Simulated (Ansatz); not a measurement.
## Competing hops of interstitial Li in alpha cristobalite, charge state +1

System: interstitial Li in alpha cristobalite (charge state +1). Computed with PBE, PAW (plane waves to 420 eV; Ansatz, a quantum-chemistry and plane-wave program).

Cell of 96 host sites held at the relaxed PBE lattice; the Γ point alone; Fermi-Dirac width 0.01 eV, spin-restricted; finite-size errors left in. No zero-point or tunnelling terms. The host's phase is taken as given; its stability against other phases was not computed. The charge state is imposed; whether it is stable for some Fermi level was not computed. Sites that were not tried may lie lower.

Barriers: single points on a 2×2×2 k-point mesh shifted by half a step at the bands' geometries.

| Route | Start site over the lowest site run (eV) | Hop (Å) | Forward barrier (eV) | Backward barrier (eV) | Neighbours at the start | Neighbours at the saddle | Saddle order | Forward, on the band's own sampling (eV) |
|---|---|---|---|---|---|---|---|---|
| a concerted move, in which Li travels most | 0.00 | 3.11 | 0.21 | 0.21 | O at 2.08, O at 2.16, O at 2.25, O at 2.38, O at 2.46 Å | O at 1.98, O at 1.99, O at 2.26, O at 2.57 Å | not checked | 0.21 |
| a concerted move, in which Li travels most | 0.00 | 3.36 | 0.21 | 0.21 | O at 2.08, O at 2.16, O at 2.25, O at 2.38, O at 2.46 Å | O at 1.98, O at 1.99, O at 2.28, O at 2.56 Å | not checked | 0.21 |

Paths come from climbing-image nudged elastic band runs.
